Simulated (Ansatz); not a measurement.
Here is the system:

End structure of a constructed model of the (0001) surface of hcp Zr, a pseudomorphic layer of Ru in the host's stacking (bottom of the slab: a bare face, its two planes held):

```yaml
crystal:
  lattice:
    - [3.23249, 0.00000, 0.00000]
    - [-1.61625, 2.79942, 0.00000]
    - [0.00000, 0.00000, 32.00000]
  atoms:
    - { symbol: Zr, position: [0.66667, 0.33333, 0.25495] }
    - { symbol: Zr, position: [0.33333, 0.66667, 0.33574] }
    - { symbol: Zr, position: [0.66667, 0.33333, 0.41753] }
    - { symbol: Zr, position: [0.33333, 0.66667, 0.49860] }
    - { symbol: Zr, position: [0.66667, 0.33333, 0.57789] }
    - { symbol: Zr, position: [0.33333, 0.66667, 0.66578] }
    - { symbol: Ru, position: [0.66667, 0.33333, 0.72000] }
```

Slab: 7 atoms, 15.7 Å thick at the start; k 13x13x1, smearing 0.1 eV, dipole-corrected; single point; on the structure that PBE left under its start's symmetry; no spin, no spin-orbit, no U. It is one candidate, not shown to be the stable structure of the face.

Problem. Estimate the work function of the top face that r2SCAN, at the PBE geometry in Ansatz (a program for electronic structure) returns for this input.

Solution. 4.14 eV
